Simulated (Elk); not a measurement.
Band structure of FeAl (Pm-3m, 2 atoms in the cell).

```
CELL_PARAMETERS angstrom
      2.91000     0.00000     0.00000
      0.00000     2.91000     0.00000
      0.00000     0.00000     2.91000
ATOMIC_POSITIONS crystal
  Al 0.50000 0.50000 0.50000
  Fe 0.00000 0.00000 0.00000
```

Method of the run: PBE, all-electron FP-LAPW, Elk's shipped species files, APW+lo basis with extra local orbitals in Elk.

Settings: xctype = 20; rgkmax = 7.5; stype = 3; swidth = 0.00367493 Ha; ngridk = 11 11 11; gmaxvr = 18 1/bohr; lmaxapw = 10; lmaxo = 8; nxlo = 2; lorbcnd = true; lradstp = 2; nrmtscf = 2; rmtscf = 0.97; lmaxi = 4.

The starting cell has typed, rounded lattice constants, without a prior relaxation at this level. Spin polarisation is off. Values depend on the basis (sphere radii, cutoffs, local orbitals), which need not be converged.

Levels in eV from the Fermi level, bands 9 to 16:
```tsv
point	9	10	11	12	13	14	15	16
Γ	-2.11	-2.11	0.14	0.14	0.14	6.21	6.21	6.21
X	-5.78	-1.48	-0.83	-0.83	0.25	1.19	8.62	10.89
M	-2.20	-2.01	-2.01	-0.58	-0.58	0.79	3.33	4.15
R	-3.19	-3.19	0.84	0.84	3.01	3.01	3.01	3.94
```

Bands cross the Fermi level along this path, so the cell is metallic at this level.
